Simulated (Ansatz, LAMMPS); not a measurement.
Random Si-Ge alloy, 4x4x4 cubic cells, lattice parameter by Vegard's rule. Cell 22.65 × 22.65 × 22.65 Å, Si172Ge340, 512 atoms. Prepared with LAMMPS with Tersoff's 1989 multicomponent potential (SiCGe.tersoff): minimisation. 

Basis: localised support functions (accuracy medium) on a full density matrix. k-points: zone centre alone; occupations: Fermi-Dirac, 0.020 eV; spin polarisation not allowed. Scalar-relativistic, no spin-orbit coupling.

Problem. Predict the energy, gap and bonding from Ansatz (a program for electronic structure) with PBE, support functions at accuracy medium on the grid of 370 eV.

Solution. 
* **energy over the perfect crystal(s), per atom**: 18 meV/atom
* **Kohn-Sham gap of the cell on its k-mesh**: 0.42 eV
* **coordination (neighbours within 2.917 Å)**: 100.0 % 4-fold
* **Ge-Ge bonds, mean ± spread**: 2.484 ± 0.009 Å
* **Ge-Si bonds, mean ± spread**: 2.437 ± 0.008 Å
* **Si-Si bonds, mean ± spread**: 2.390 ± 0.008 Å
* **bond angles, mean ± spread**: 109.5° ± 1.2°
* **pressure**: -0.45 GPa
